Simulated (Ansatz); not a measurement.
**A computed series for Co: pressure series**

The reference is Co in the hcp (Mg type) structure (space group P6_3/mmc, No. 194; ferromagnetic).

```
CELL_PARAMETERS angstrom
      2.45722     0.00000     0.00000
     -1.22861     2.12801     0.00000
      0.00000     0.00000     3.96868
ATOMIC_POSITIONS crystal
  Co 0.33333 0.66667 0.25000
  Co 0.66667 0.33333 0.75000
```

Cell and atoms are relaxed at each pressure.

The values are results of Kohn–Sham DFT with the PBEsol functional, run in Ansatz (a first-principles code) with PAW and 420 eV plane waves, no spin-orbit coupling, not measurements.

```csv
change,volume per atom,largest site moment
base,10.38 Å³,1.64 μB
pressure −2 GPa,(withheld),1.65 μB
pressure −1 GPa,10.42 Å³,1.65 μB
pressure 0.3 GPa,10.36 Å³,1.64 μB
pressure 0.7 GPa,(withheld),1.64 μB
pressure 1.5 GPa,10.31 Å³,1.64 μB
pressure 3 GPa,(withheld),1.63 μB
pressure 5 GPa,(withheld),1.62 μB
pressure 7.5 GPa,10.08 Å³,1.62 μB
pressure 10 GPa,9.99 Å³,1.61 μB
```

Q: What belongs in the blanks?

A: 
- pressure −2 GPa, volume per atom: 10.46 Å³
- pressure 0.7 GPa, volume per atom: 10.35 Å³
- pressure 3 GPa, volume per atom: 10.25 Å³
- pressure 5 GPa, volume per atom: 10.18 Å³

The magnetic state is the one reached from the starting moments; the real material's order can differ, and small cells can't hold many antiferromagnetic ones. Load acts through the strain it causes; cell and atoms are relaxed under it. No phonon test of stability was made. Competing high-pressure phases were not computed.
